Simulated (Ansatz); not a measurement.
Take BeS in the zinc blende structure (space group F-43m, No. 216) as the base.

Space group F-43m (No. 216); a = 4.8686 Å, b = 4.8686 Å, c = 4.8686 Å, α = 90.00°, β = 90.00°, γ = 90.00°

| atom | site | symmetry | x | y | z |
|---|---|---|---|---|---|
| S | 4c | -43m | 0.2500 | 0.2500 | 0.2500 |
| Be | 4a | -43m | 0.0000 | 0.0000 | 0.0000 |
(The calculation used a cell of 2 atoms; values per cell refer to that cell.)

All numbers come from plane-wave PAW DFT at the r2SCAN level (Ansatz, a program for electronic structure, 500 eV), no spin-orbit coupling.

Carriers are added at fixed cell with a uniform background; the Fermi–Dirac width is that of 300 K.

One change was made to it. Results:

| quantity | base | after |
|---|---|---|
| Fermi level relative to the doped band's edge (positive inside the band; to 0.05 eV) | – | +2.05 eV |
| gap character | indirect, Γ → X | indirect, Γ → X |
| gap between the host's bands | 3.59 eV | 3.30 eV |

Q: Name the change that was made.
(A) electrons 5.0×10^20 cm⁻³
(B) holes 5.0×10^20 cm⁻³
(C) electrons 2.0×10^22 cm⁻³
(D) holes 2.0×10^22 cm⁻³
(E) holes 1.5×10^21 cm⁻³

A: C, electrons 2.0×10^22 cm⁻³. For comparison, the Fermi level from band edge in the other runs: electrons 5.0×10^20 cm⁻³ gives +0.25 eV; holes 1.5×10^21 cm⁻³ gives +0.20 eV; holes 5.0×10^20 cm⁻³ gives +0.10 eV; holes 2.0×10^22 cm⁻³ gives +0.95 eV.

Carriers are added with a uniform compensating background; total energy and stress of such cells depend on the potential's zero and are not compared; many-body gap narrowing is missing at this level. Stability against distortions was not tested.
